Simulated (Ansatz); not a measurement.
Ansatz (a first-principles code) is run on Co3N (Pnma, 16 atoms in the cell), and the run fails. The aim is a self-consistent single point with DFT, PBE, plane waves, default PAW files.

Cell that was meant: a = 4.8759 Å, b = 6.4642 Å, c = 4.3328 Å, α = 90.00°, β = 90.00°, γ = 90.00°.

Part of the input:

Ansatz 0.2 input:
```yaml
magnetization:
  spin_polarized: true
scf:
  occupations: { method: fixed }
output:
  forces: true
  eigenvalues: true
```

Log, with long lists cut:

```
Error: inconsistent input (scf.occupations.method, magnetization): a σ = 0 step fill (method: fixed, or a smearing width below the step floor) with no hard lock on the total moment puts the same N_el/2 bands in each spin channel, which gives a total moment of zero, but the starting moments sum to +36.0000 μB; make the starting moments (crystal.atoms[].spin / magnetization.per_species / magnetization.initial_magnetization) sum to zero, or set magnetization.spin_locking.lock_magnetization: hard with an even integer magnetization.initial_magnetization, or use a smearing method with a finite width, such as fermi_dirac
```

### Question
Read the log: what does the program object to, and what is the fix?

### Answer
The fault is fixed occupations in a spin-polarised run with a free moment. With fixed occupations the number of electrons in each spin channel has to be given. To fix it, use a smearing, or fix the total moment. The program stopped before any SCF iteration.

The sound input it was made from differs as follows (other fixes are possible):
```diff
-  occupations: { method: fixed }
+  occupations: { method: gaussian, width: 0.05 }
```

With that input, the run converged in 15 iterations: free energy E − TS (on the zero of these files) -63044.6963 eV; Fermi level (on the code's own zero) 21.04 eV; pressure 20.92 GPa; largest force (vector length) 1.136 eV/Å; size of the cell's spin moment 11.69 μB (DFT, PBE, plane waves, default PAW files).

On the sound input: the starting cell was generated: these elements placed on a structure prototype, without a prior relaxation; it need not be a known phase or ordering of this composition. The magnetic order is the one reached from the typed start; others were not searched systematically. With a pressure of about 21 GPa the cell is away from its equilibrium volume at this level. Forces in this geometry exceed 1 eV/Å. Ansatz's pressure includes its estimate of the finite-basis (Pulay) stress.
